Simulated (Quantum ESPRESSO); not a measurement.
Input and output of a self-consistent single point for Zn₂GeS₃ (P1, 6 atoms in the cell) (Quantum ESPRESSO).

Method of the run: PBEsol, PSlibrary ultrasoft (PBE) pseudopotentials (plane waves; Quantum ESPRESSO).

The change in words: atoms moved at random. Reference geometry:
```
CELL_PARAMETERS angstrom
      3.85802     0.00000     0.00000
     -1.92901     3.34114     0.00000
      0.00000     0.00000    10.53289
ATOMIC_POSITIONS crystal
  Zn 0.66667 0.33333 0.35154
  Zn 0.33333 0.66667 0.64820
  Ge 0.00000 0.00000 0.99998
  S  0.00000 0.00000 0.28468
  S  0.66667 0.33333 0.58446
  S  0.33333 0.66667 0.88114
```

Reference input (self-consistent single point, DFT, PBEsol, plane waves, PSlibrary ultrasoft (PBE) pseudopotentials): ecutwfc = 50 Ry; ecutrho = 300 Ry; occupations = fixed; input_dft = pbesol; K_POINTS = automatic 9 9 3 0 0 0; nbnd = 29; conv_thr = 1e-11 Ry. This run's input differs from it in these lines:

```diff
@@ -26,12 +26,12 @@
 CELL_PARAMETERS angstrom
-   3.85801981     0.00000000     0.00000000
-  -1.92900991     3.34114316     0.00000000
+   3.85802000     0.00000000     0.00000000
+  -1.92901000     3.34114300     0.00000000
    0.00000000     0.00000000    10.53289000
 ATOMIC_POSITIONS crystal
-Zn    0.66666667    0.33333333    0.35154000
-Zn    0.33333333    0.66666667    0.64820000
-Ge    0.00000000    0.00000000    0.99998000
-S     0.00000000    0.00000000    0.28468000
-S     0.66666667    0.33333333    0.58446000
-S     0.33333333    0.66666667    0.88114000
+Zn    0.66772700    0.32442200    0.35502500
+Zn    0.33205200    0.68081100    0.64988900
+Ge    0.00415200   -0.01076700    0.99441500
+S    -0.00531600   -0.00640700    0.28296800
+S     0.67409500    0.34475400    0.58020200
+S     0.32729000    0.66718700    0.88750100
 K_POINTS automatic
```

Output (repeated stretches shortened):

```
     Self-consistent Calculation

     iteration #  1     ecut=    50.00 Ry     beta= 0.70

     Threshold (ethr) on eigenvalues was too large:
     Diagonalizing with lowered threshold

     total energy              =    -370.21739117 Ry
     estimated scf accuracy    <       0.22337071 Ry

     iteration #  2     ecut=    50.00 Ry     beta= 0.70

     total energy              =    -369.88298746 Ry
     estimated scf accuracy    <       2.16270001 Ry

     iteration #  3     ecut=    50.00 Ry     beta= 0.70

     total energy              =    -370.29948015 Ry
     estimated scf accuracy    <       0.19538614 Ry

   [... 12 blocks of this kind left out ...]

     iteration # 16     ecut=    50.00 Ry     beta= 0.70

     total energy              =    -370.30989453 Ry
     estimated scf accuracy    <          4.7E-11 Ry

     iteration # 17     ecut=    50.00 Ry     beta= 0.70
     End of self-consistent calculation

     Number of k-points >= 100: set verbosity='high' to print the bands.

     highest occupied, lowest unoccupied level (ev):     4.8312    5.7334

!    total energy              =    -370.30989453 Ry
     estimated scf accuracy    <          1.2E-12 Ry

     convergence has been achieved in  17 iterations

     Forces acting on atoms (cartesian axes, Ry/au):

     atom    1 type  1   force =    -0.00600372    0.00233514   -0.01460990
     atom    2 type  1   force =     0.00805165   -0.00148421   -0.00209673
     atom    3 type  2   force =    -0.01043125    0.00652775    0.03131168
     atom    4 type  3   force =     0.00657359   -0.00146413    0.00642489
     atom    5 type  3   force =    -0.00844167   -0.00038712    0.01897874
     atom    6 type  3   force =     0.01025141   -0.00552743   -0.04000868

     Total force =     0.060933     Total SCF correction =     0.000003

          total   stress  (Ry/bohr**3)                   (kbar)     P=      -23.31
  -0.00015410  -0.00001287  -0.00001912          -22.67       -1.89       -2.81
  -0.00001287  -0.00017061   0.00000989           -1.89      -25.10        1.45
  -0.00001912   0.00000989  -0.00015071           -2.81        1.45      -22.17

   JOB DONE.
```

The run converged in 17 iterations. Against the reference run the free energy rises by 16.5 meV/atom, the pressure goes from -3.02 to -2.33 GPa, the largest force goes from 0.116 to 1.071 eV/Å and the gap on the mesh goes from 1.038 to 0.902 eV.

The starting cell comes from a database of computed structures (which also holds hypothetical and non-ambient phases and stackings), without a prior relaxation at this level. For this run, on top of that: atoms moved at random. Forces in this geometry exceed 1 eV/Å.

Cost on one core of a shared machine: roughly 5 min.
